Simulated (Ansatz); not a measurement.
## Effect of isotropic strain +2.50 % on Al

Base system: Al in the fcc (Cu type) structure (space group Fm-3m, No. 225; a = 3.9937 Å; relaxed with 0.1 eV smearing).

Now apply this change: an isotropic linear strain of +2.50 %; the atoms relax in the strained cell.

The values are results of Kohn–Sham DFT with the r2SCAN functional, run in Ansatz (a quantum-chemistry and plane-wave program) with PAW and 500 eV plane waves, no spin-orbit coupling, not measurements. Settings: 28×28×28 k-points, 0.1 eV Fermi–Dirac smearing.

The volume per atom increases by 1.224 Å³ (15.92 Å³ → 17.15 Å³) and the space group stays Fm-3m (No. 225). The shortest interatomic distance goes up by 7.1 pm to 289.5 pm and the energy rises by 24 meV/atom. The pressure goes from zero to -5.8 GPa and the band gap is still zero.

No phonon test of stability was made.
